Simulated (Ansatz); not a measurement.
The starting structures come from a database of crystals and need not be the phases stable at ambient conditions.

Given:

```xyz
9
Lattice="4.9431 0.0000 0.0000 0.0000 10.7639 0.0000 0.0000 5.3820 3.1073" Properties=species:S:1:pos:R:3 pbc="T T T"
Ti     0.0000     0.0000     0.0000
Tl     3.4853     3.5880     0.0000
Tl     1.4579     7.1760     0.0000
F      1.0582     1.5712     0.0000
F      3.8849     9.1927     0.0000
F      1.0582     4.5964     1.7466
F      3.8849    11.5496     1.3607
F      1.0582     9.9783     1.3607
F      3.8849     6.1676     1.7466
```

Space group of this cell: P-3m1. The cell was relaxed by PBE-D3(BJ); by r2SCAN its mean pressure is -3.8 GPa.

Transport runs along the normal of the first two printed cell vectors, the (110) plane of the conventional cell.

The gap is the functional's own, uncorrected, and κ follows it; spin-orbit coupling is left out. Mid-gap values are interpolated between the computed energies.

### Question
State the band gap and the smallest decay constant κ at mid-gap according to Ansatz (an electronic-structure program) with r2SCAN.

### Answer
Gap 4.62 eV on a 6×10×10 mesh; κ = 0.443 1/Å, at the zone centre.
